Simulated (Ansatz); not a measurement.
# Convergence study of zone-centre phonons against the mesh for Mg (P6_3/mmc, 2 atoms in the cell)

```xyz
2
Lattice="1.6002 -2.7716 0.0000 1.6002 2.7716 0.0000 0.0000 0.0000 5.1944" Properties=species:S:1:pos:R:3 pbc="T T T"
Mg     1.6002     0.9239     1.2986
Mg     1.6002    -0.9239     3.8958
```

Method of the run: LDA (PW92), default PAW files made with PBE (plane waves; Ansatz, a first-principles code).

Base settings: basis.ecutwfc = 420 eV; kpoints.mp_grid.grid = 12 12 7; hamiltonian.xc = lda; hamiltonian.pseudopotentials = {kind: paw} (the program's default PAW files); scf.occupations.method = fermi_dirac; scf.occupations.width = 0.1 eV.

In this ladder: phonons.method = dfpt.

Frequencies are those of the unrelaxed cell, without the LO-TO term of polar crystals.

Only quantities that move along the ladder and can be compared are tabulated.

Core times come from one kind of shared machine, to one figure; runs under 30 s give none.

The starting cell has typed, rounded lattice constants, without a prior relaxation at this level. Its lattice was rescaled by up to half a per cent.

```csv
kpoints.mp_grid.grid,highest zone-centre frequency (cm⁻¹),core time / last (rough)
3 3 2,190.1,–
4 4 2,269.3,–
5 5 3,202.4,–
6 6 3,237.1,–
7 7 4,253.6,–
9 9 5,233.2,–
11 11 6,227.9,–
14 14 8,228.2,–
17 17 10,230.0,0.2
22 22 12,228.9,0.4
27 27 15,229.1,1
```

Coarsest kpoints.mp_grid.grid that holds the highest zone-centre frequency within 5 cm⁻¹ of the last step, with all finer ones: 9 9 5; the step before is off by 25 cm⁻¹.

Keys are those of Ansatz 0.2.
